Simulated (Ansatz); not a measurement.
**Response to strain in WC**

The parent structure is WC (space group P-6m2, No. 187; relaxed with 0.1 eV smearing).

```
WC
1.0
    2.88431     0.00000     0.00000
   -1.44215     2.49788     0.00000
    0.00000     0.00000     2.81153
W C
1 1
Direct
  0.00000   0.00000   0.00000
  0.33333   0.66667   0.50000
```

Strains are applied to the cell and any free atomic positions relax.

Calculations: LDA, PAW, 420 eV (Ansatz, a program for electronic structure; spin-orbit coupling left out).

Notes on the quantities. energy relative to the base: free energy F; pressure: mean of the normal stresses, compression positive.

| case | energy relative to the base | pressure | volume per atom |
|---|---|---|---|
| base | 0 meV/atom | 0.0 GPa | 10.13 Å³ |
| isotropic strain −3.00 % | +120 meV/atom | 47.0 GPa | 9.24 Å³ |
| isotropic strain −2.00 % | +52 meV/atom | 29.2 GPa | 9.53 Å³ |
| isotropic strain −1.00 % | +12 meV/atom | 13.7 GPa | 9.83 Å³ |
| isotropic strain −0.50 % | +3.1 meV/atom | 6.6 GPa | 9.98 Å³ |
| isotropic strain +0.50 % | +3.0 meV/atom | -6.2 GPa | 10.28 Å³ |
| isotropic strain +1.00 % | +12 meV/atom | -11.9 GPa | 10.43 Å³ |
| isotropic strain +2.00 % | [?] | [?] | 10.75 Å³ |
| isotropic strain +2.50 % | +70 meV/atom | -26.9 GPa | 10.91 Å³ |
| isotropic strain +3.00 % | +99 meV/atom | -31.2 GPa | 11.07 Å³ |

Task: Some entries are withheld; estimate them.

Result: 
- isotropic strain +2.00 %, energy relative to the base: +45 meV/atom
- isotropic strain +2.00 %, pressure: -22.3 GPa

No phonon test of stability was made. All final runs are without spin polarisation.
